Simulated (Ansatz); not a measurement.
# Si: pressure series

Take Si in the diamond structure (space group Fd-3m, No. 227; a = 5.4699 Å) as the base.

Cell and atoms are relaxed at each pressure.

Levels (all Ansatz, a program for electronic structure, PAW, earlier PAW set): PBE (420 eV, no SOC); r2SCAN (500 eV, spin-orbit coupling left out).

The base cell above is that of PBE; each level relaxes its own structures.

```csv
case,"shortest interatomic distance, PBE","shortest interatomic distance, r2SCAN"
pressure −2 GPa,2.387 Å,?
pressure −1 GPa,2.378 Å,?
pressure 1.8 GPa,2.353 Å,2.343 Å
pressure 4.2 GPa,2.335 Å,?
pressure 9 GPa,2.303 Å,?
pressure 18 GPa,2.254 Å,2.250 Å
pressure 30 GPa,2.204 Å,2.203 Å
pressure 45 GPa,2.155 Å,2.155 Å
pressure 60 GPa,2.116 Å,2.117 Å
```

**Question.** Complete the table.

**Answer.** 
- pressure −2 GPa, shortest interatomic distance, r2SCAN: 2.374 Å
- pressure −1 GPa, shortest interatomic distance, r2SCAN: 2.366 Å
- pressure 4.2 GPa, shortest interatomic distance, r2SCAN: 2.326 Å
- pressure 9 GPa, shortest interatomic distance, r2SCAN: 2.296 Å

The two levels differ by at most about 0.013 Å. They put the cases in the same order.

The mesh was chosen for an insulator and is coarse for the gapless case. Load acts through the strain it causes; cell and atoms are relaxed under it. Stability against distortions was not tested. Measured, Si leaves this structure (for the β-tin structure) near 12 GPa (room temperature; as listed in arXiv:1906.07825).
